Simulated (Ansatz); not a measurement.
Several settings converged on SrAg5 (P6mm, 6 atoms in the cell)

```
SrAg5
1.0
    5.72758     0.00000     0.00000
   -2.86379     4.96023     0.00000
    0.00000     0.00000     4.61871
Sr Ag
1 5
Direct
  0.00000   0.00000   0.01083
  0.66667   0.33333   0.00000
  0.33333   0.66667   0.00000
  0.50000   0.00000   0.50000
  0.50000   0.50000   0.50000
  0.00000   0.50000   0.50000
```

Base method: PBEsol, default PAW files made with PBE (plane waves; Ansatz, an electronic-structure program).

Base settings: basis.ecutwfc = 420 eV; kpoints.mp_grid.grid = 5 5 5; hamiltonian.xc = pbesol; hamiltonian.pseudopotentials = {kind: paw} (the program's default PAW files); scf.occupations.method = gaussian; scf.occupations.width = 0.1 eV.

The count of work is k-points × plane waves × bands × iterations; it is no time. Core times come from one kind of shared machine, to one figure; runs under 30 s give none.

**The cutoff for other potential files**

Level: DFT, PBEsol, plane waves, harder PAW files (source: ansatz) made with PBE.

In this ladder: hamiltonian.pseudopotentials = {kind: paw, source: ansatz}.

The second cell is the first with its lattice scaled by 0.98.

The mesh stays at the base's, so the ladder's end is converged at best in this setting alone.

The first pressure column holds Ansatz's estimate of the finite-basis (Pulay) stress, which hides part of the cutoff error; the other is without it.

Only quantities that move along the ladder and can be compared are tabulated.

```tsv
basis.ecutwfc	free energy less the last step's (meV/atom)	energy of the compressed cell less the first (meV/atom)	pressure (GPa)	pressure without the Pulay estimate (GPa)	largest difference of a force vector from the last step's (eV/Å)	count of work / last
215 eV	15421.20	76.49	3.64	-493.36	0.015	0.093
265 eV	3048.07	-16.92	-1.62	-135.63	0.003	0.14
335 eV	235.66	-12.94	-3.59	-18.95	0.000	0.21
410 eV	6.24	-8.35	-3.09	-3.78	0.000	0.28
480 eV	1.11	-8.51	-3.11	-3.11	0.000	0.36
575 eV	0.74	-8.51	-3.11	-3.11	0.000	0.46
720 eV	0.33	-8.53	-3.11	-3.12	0.000	0.65
960 eV	0.00	-8.53	-3.11	-3.12	0.000	1.0
```

Coarsest basis.ecutwfc that holds the forces within 0.01 eV/Å of the last step, with all finer ones: 265 eV, at 0.14 of the last step's count of work; the step before is off by 0.015 eV/Å.

Coarsest basis.ecutwfc that holds the pressure within 1 GPa of the last step, with all finer ones: 335 eV, at 0.21 of the last step's count of work; the step before is off by 1.5 GPa.

Coarsest basis.ecutwfc that holds the free energy within 5 meV/atom of the last step, with all finer ones: 480 eV, at 0.36 of the last step's count of work; the step before is off by 6.2 meV/atom.

The energy difference between the two cells stays within 1 meV/atom of the last step's from 410 eV on, the total only from 575 eV on: much of the error is common to both cells and cancels.

At the lowest cutoff the pressure without the Pulay estimate lies 490 GPa under the last step's, the usual sign of Pulay stress in an incomplete plane-wave basis.

**The relaxed cell against the cutoff**

On SrAg5 (P6/mmm, 6 atoms in the cell): atoms on their sites.

In this ladder: relax = cell and atoms.

The mesh stays at the base's, so the ladder's end is converged at best in this setting alone.

Only quantities that move along the ladder and can be compared are tabulated.

| basis.ecutwfc | relaxed volume (Å³/atom) | relaxation steps | core time / last (rough) |
|---|---|---|---|
| 250 eV | 21.316 | 56 | 2 |
| 295 eV | 20.843 | 21 | 1 |
| 355 eV | 20.811 | 8 | 0.5 |
| 420 eV | 20.808 | 5 | 0.5 |
| 505 eV | 20.810 | 5 | 0.5 |
| 630 eV | 20.809 | 5 | 0.6 |
| 840 eV | 20.808 | 5 | 1 |

Coarsest basis.ecutwfc that holds the relaxed volume within 0.104 Å³/atom of the last step, with all finer ones: 295 eV; the step before is off by 0.51 Å³/atom.

At the lowest cutoff the cell relaxes to a volume 2.4 % larger than at the highest. Ansatz relaxes on a stress corrected for the finite basis.

On the base run: the starting cell comes from a database of computed structures (which also holds hypothetical and non-ambient phases and stackings), without a prior relaxation at this level. Its lattice was rescaled by up to half a per cent. One atom was moved a little off its site on purpose.

Left out of this page: 1 run of the series failed or unconverged.

Keys are those of Ansatz 0.2.
